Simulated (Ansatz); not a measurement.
# Ta₂O₅ (C2/m, No. 12, 7 atoms in the cell; start mp-1218141)

Method: PBE0 (Ansatz, an electronic-structure program, plane waves, PAW).

Run with plane-wave cutoff 460 eV, 6×6×6 k mesh, Fermi–Dirac smearing 0.01 eV, scalar-relativistic PAW data made under PBE.

Cell (relaxed with PBE-D3(BJ)):

```
Ta2O5
1.0
    3.84013     0.00489    -0.27525
   -0.00355     3.89232     0.01948
   -1.45264    -0.07028     6.65411
Ta O
2 5
Direct
  0.85148   0.02675   0.05293
  0.55995   0.97325   0.46993
  0.85425   0.50747   0.05845
  0.55717   0.49253   0.46441
  0.39072   0.00137   0.13143
  0.02070   0.99863   0.39143
  0.70573   0.00000   0.76143
```

```
Item                                                              Result
-------------------------------------------  ---------------------------
band gap                                     4.52 eV (on the SCF k mesh)
smallest direct gap on the k points sampled                      5.27 eV
Γ–Γ gap                                                          5.29 eV
```

Note: cell and atoms aren't relaxed at this level (largest force component 0.25 eV/Å, pressure -4.0 GPa).

Spin–orbit coupling is not included.

Static lattice: no zero-point or thermal effects.

A start named mp-… is a Materials Project structure, which need not be a measured phase.
